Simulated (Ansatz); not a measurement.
Take GaCuSe$_{2}$ in the chalcopyrite structure (space group I-42d, No. 122) as the base.

```
GaCuSe2
1.0
   -2.78502     2.78502     5.53739
    2.78502    -2.78502     5.53739
    2.78502     2.78502    -5.53739
Ga Cu Se
2 2 4
Cartesian
  0.00000   0.00000   5.53739
  2.78502   0.00000   2.76869
  0.00000   0.00000   0.00000
  0.00000   2.78502   2.76869
  1.43819   1.39251   6.92174
  4.17753   1.34683  -1.38435
  1.34683   1.39251   1.38435
 -1.39251   1.43819   4.15304
```

Cartesian axes are those of the cell as printed.

The values are results of PBEsol (Ansatz, an electronic-structure program; PAW; 420 eV plane waves; without spin-orbit coupling), not measurements.

Before the change:

| Property | Value |
|---|---|
| Band gap | 0.12 eV |
| Pressure | 0.0 GPa |
| Shortest interatomic distance | 4.500 bohr |

The change: uniaxial strain ε_zz = +3.00 %, all other strain components held at zero; the atoms relax in the strained cell.

Predict the new band gap.

The band gap changes from 0.12 eV to zero.

What does the calculation give for the energy relative to the base after the change?

The energy rises by 5.6 meV/atom.

Predict the new pressure.

The pressure (mean of the normal stresses, compression positive) goes from zero to -2.0 GPa.

Predict the new shortest interatomic distance.

The shortest interatomic distance rises by 0.045 bohr to 4.545 bohr.

No phonon test of stability was made. The final runs are not spin-polarised. Gaps under 0.05 eV, about the width of the smearing, are given as zero. A zero or small gap of GaCuSe2 can be the functional's error rather than a property of the material.
